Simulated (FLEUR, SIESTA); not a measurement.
A FLEUR input for a self-consistent single point of Ba2NCl (R-3m, 4 atoms in the cell) (DFT, PBEsol, all-electron FLAPW (FLEUR), scalar-relativistic valence):

Input of the input generator:

```
Ba2NCl
&input film=f /
0.2578981093 0.1488975769 0.9546298114
-0.2578981093 0.1488975769 0.9546298114
-0.0000000000 -0.2977950516 0.9546298273
15.1393888652
1.0 1.0 1.0

4
56 0.2314520000 0.2314520000 0.2314520000
56 0.7685480000 0.7685480000 0.7685480000
7 0.5000000000 0.5000000000 0.5000000000
17 0.0000000000 0.0000000000 0.0000000000

&comp jspins=1 /
&exco xctyp='PBEs' /
&kpt div1=6 div2=6 div3=6 gamma=t /
&end /
```

```xml
<?xml version="1.0" encoding="UTF-8" standalone="no"?>
<fleurInput fleurInputVersion="0.39">
   <comment>
      Ba2NCl                                                                                              
   </comment>
   <calculationSetup>
      <cutoffs Kmax="4.5" Gmax="18.0" GmaxXC="18.0" numbands="0"/>
      <scfLoop itmax="80" minDistance="0.00001" maxIterBroyd="25" imix="Anderson" alpha="0.05" precondParam="0.0" spinf="2.0"/>
      <coreElectrons ctail="T" frcor="F" kcrel="0" coretail_lmax="0"/>
      <xcFunctional name="PBEs" relativisticCorrections="F"/>
      <magnetism jspins="1"/>
      <soc l_soc="F" theta="0.0" phi="0.0" spav="F"/>
      <expertModes spex="0" secvar="F"/>
      <geometryOptimization l_f="T" forcealpha="1.0" forcemix="BFGS" epsdisp="0.00001" epsforce="0.00001"/>
      <ldaU l_linMix="F" mixParam="0.05" spinf="1.0"/>
   </calculationSetup>
   <cell>
      <bzIntegration valenceElectrons="32.0" mode="hist" fermiSmearingEnergy="0.00073499">
         <kPointListSelection listName="default-1"/>
         <!-- k-points included here -->
         <xi:include xmlns:xi="http://www.w3.org/2001/XInclude" href="kpts.xml"> </xi:include>
      </bzIntegration>
      <!-- symmetry operations included here -->
      <xi:include xmlns:xi="http://www.w3.org/2001/XInclude" href="sym.xml"> </xi:include>
      <bulkLattice scale="1.0">
         <bravaisMatrix>
            <row-1>    3.9044197642925531     2.2542183177751207    14.4525119370971371</row-1>
            <row-2>   -3.9044197642925531     2.2542183177751207    14.4525119370971371</row-2>
            <row-3>    0.0000000000000000    -4.5084350883047000    14.4525121778134196</row-3>
         </bravaisMatrix>
      </bulkLattice>
   </cell>
   <atomSpecies>
      <species name="Barium (Ba)" element="Ba" atomicNumber="56">
         <mtSphere radius="2.68" gridPoints="925" logIncrement="0.014"/>
         <atomicCutoffs lmax="10" lnonsphr="8"/>
         <electronConfig flipSpins="F">
            <coreConfig>(1s1/2) (2s1/2) (2p1/2) (2p3/2) (3s1/2) (3p1/2) (3p3/2) (4s1/2) (3d3/2) (3d5/2) (4p1/2) (4p3/2) (4d3/2) (4d5/2)</coreConfig>
            <valenceConfig>(5s1/2) (5p1/2) (5p3/2) (6s1/2)</valenceConfig>
         </electronConfig>
         <energyParameters s="6" p="6" d="5" f="4"/>
         <lo type="SCLO" l="0" n="5" eDeriv="0"/>
         <lo type="SCLO" l="1" n="5" eDeriv="0"/>
      </species>
      <species name="Nitrogen (N)" element="N" atomicNumber="7">
         <mtSphere radius="1.79" gridPoints="619" logIncrement="0.017"/>
         <atomicCutoffs lmax="8" lnonsphr="6"/>
         <electronConfig flipSpins="F">
            <coreConfig>(1s1/2)</coreConfig>
            <valenceConfig>(2s1/2) (2p1/2) (2p3/2)</valenceConfig>
            <stateOccupation state="(2p1/2)" spinUp="0.5" spinDown="0.5"/>
            <stateOccupation state="(2p3/2)" spinUp="1.0" spinDown="1.0"/>
         </electronConfig>
         <energyParameters s="2" p="2" d="3" f="4"/>
      </species>
      <species name="Chlorine (Cl)" element="Cl" atomicNumber="17">
         <mtSphere radius="2.68" gridPoints="925" logIncrement="0.013"/>
         <atomicCutoffs lmax="10" lnonsphr="8"/>
         <electronConfig flipSpins="F">
            <coreConfig>(1s1/2) (2s1/2) (2p1/2) (2p3/2)</coreConfig>
            <valenceConfig>(3s1/2) (3p1/2) (3p3/2)</valenceConfig>
            <stateOccupation state="(3p1/2)" spinUp="0.8333333333333" spinDown="0.8333333333333"/>
            <stateOccupation state="(3p3/2)" spinUp="1.6666666666667" spinDown="1.6666666666667"/>
         </electronConfig>
         <energyParameters s="3" p="3" d="3" f="4"/>
      </species>
   </atomSpecies>
   <atomGroups>
      <atomGroup species="Barium (Ba)">
         <relPos label="                   1">.2314520000 .2314520000 .2314520000</relPos>
         <relPos label="                   2">-.2314520000 -.2314520000 -.2314520000</relPos>
         <force calculate="T" relaxXYZ="TTT"/>
      </atomGroup>
      <atomGroup species="Nitrogen (N)">
         <relPos label="                   3">1.000/2.000 1.000/2.000 1.000/2.000</relPos>
         <force calculate="T" relaxXYZ="TTT"/>
      </atomGroup>
      <atomGroup species="Chlorine (Cl)">
         <relPos label="                   4">.0000000000 .0000000000 .0000000000</relPos>
         <force calculate="T" relaxXYZ="TTT"/>
      </atomGroup>
   </atomGroups>
   <output dos="F" band="F" slice="F">
      <checks vchk="F" cdinf="F"/>
      <bandDOS minEnergy="-.5*Htr" maxEnergy="0.5*Htr" sigma="0.015" storeEVData="T"/>
      <vacuumDOS vacdos="F" integ="F" star="F" nstars="0" locx1="0.0" locy1="0.0" locx2="0.0" locy2="0.0" nstm="0" tworkf="0.0"/>
      <unfoldingBand unfoldBand="F" supercellX="1" supercellY="1" supercellZ="1"/>
      <plotting iplot="0" polar="F">
         <plot TwoD="T" vec1="  1.0  0.0  0.0" vec2="  0.0  1.0  0.0" vec3="  0.0  0.0  1.0" zero="  0.0  0.0  0.0" file="plot"/>
      </plotting>
      <chargeDensitySlicing numkpt="0" minEigenval="0.0" maxEigenval="0.0" nnne="0" pallst="F"/>
      <specialOutput eonly="F"/>
      <magneticCircularDichroism mcd="F" energyLo="-10.0" energyUp="0.0"/>
   </output>
  <!-- We include the file relax.xml here to enable relaxations (see documentation) -->
  <xi:include xmlns:xi="http://www.w3.org/2001/XInclude" href="relax.xml"> <xi:fallback/> </xi:include>
</fleurInput>
```

Task: Translate this input to SIESTA.

Result: This is the input that was run; spellings and numerical settings could be chosen otherwise.

```
# files in the folder: Ba.psml N.psml Cl.psml (PseudoDojo PBEsol standard)
SystemName  Ba2NCl
SystemLabel siesta

NumberOfAtoms                4
NumberOfSpecies              3
%block ChemicalSpeciesLabel
  1 56 Ba
  2 7 N
  3 17 Cl
%endblock ChemicalSpeciesLabel
LatticeConstant              1.0 Bohr
%block LatticeVectors
     3.904419838    2.254218389   14.452512018
    -3.904419838    2.254218389   14.452512018
     0.000000000   -4.508434889   14.452512018
%endblock LatticeVectors
AtomicCoordinatesFormat      ScaledCartesian
%block AtomicCoordinatesAndAtomicSpecies
     0.000000000    0.000000437   10.035188434  1
     0.000000000    0.000001452   33.322347618  1
     0.000000000    0.000000945   21.678768026  2
     0.000000000    0.000000000    0.000000000  3
%endblock AtomicCoordinatesAndAtomicSpecies

XC.functional                GGA
XC.authors                   PBEsol
PAO.BasisSize                DZP
PAO.EnergyShift              0.01 Ry
MeshCutoff                   300 Ry
%block kgrid.MonkhorstPack
    6   0   0  0.0
    0   6   0  0.0
    0   0   6  0.0
%endblock kgrid.MonkhorstPack
OccupationFunction           FD
ElectronicTemperature        0.02 eV

MaxSCFIterations             150
SCF.Mixer.Method             Pulay
SCF.Mixer.Weight             0.2
SCF.Mixer.History            6
SCF.DM.Tolerance             1.0E-05
Diag.ParallelOverK           true
WriteForces                  true
```

Basis settings and potentials, where a program has them, do not carry over. This input uses DFT, GGA PBEsol, numerical atomic orbitals DZP, PseudoDojo PBEsol standard norm-conserving potentials (rewritten from UPF to PSML).

The starting cell comes from a database of computed structures (which also holds hypothetical and non-ambient phases and stackings), without a prior relaxation at this level.
